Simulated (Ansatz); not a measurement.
The starting structures come from a database of crystals and need not be the phases stable at ambient conditions.

Tunnelling through a barrier is set by its complex band structure: the current falls as exp(−2κd) with the smallest κ.

```xyz
16
Lattice="6.8804 -0.1914 0.1711 -1.3600 9.3050 0.0139 0.0000 4.1399 4.6311" Properties=species:S:1:pos:R:3 pbc="T T T"
Tl     5.3483     2.7445     1.2930
Tl     0.1721    10.5090     3.5231
Tl     3.6123     7.9265     0.8267
Tl     1.9081     5.3271     3.9894
C      2.4322     4.5520     0.8090
C      3.0883     8.7015     4.0071
C     -0.3519     7.4350     2.3978
C      5.8723     5.8185     2.4183
O      1.8099     5.6017     1.1613
O      3.7105     7.6518     3.6548
O      0.2703     7.6679     3.4803
O      5.2501     5.5856     1.3358
O      6.0079     4.9987     3.3696
O     -0.4875     8.2548     1.4465
O      2.9527     9.7383     3.2986
O      2.5677     3.5152     1.5175
```

Space group of this cell: P2_1/c. The cell was relaxed by PBE-D3(BJ); by r2SCAN its mean pressure is -3.7 GPa.

Transport runs along the normal of the first two printed cell vectors.

The gap is the functional's own. No spin-orbit coupling. Mid-gap values are interpolated on the energy grid.

Question: Compute, with r2SCAN in Ansatz (an electronic-structure program), the band gap and the smallest decay constant κ at mid-gap.

Answer: Gap 3.37 eV on a 6×8×8 mesh; κ = 0.335 1/Å, at (0.167, 0.250) of the in-plane reciprocal vectors. At the zone centre, at the nearest computed energy, the slowest state has κ = 0.35 1/Å.
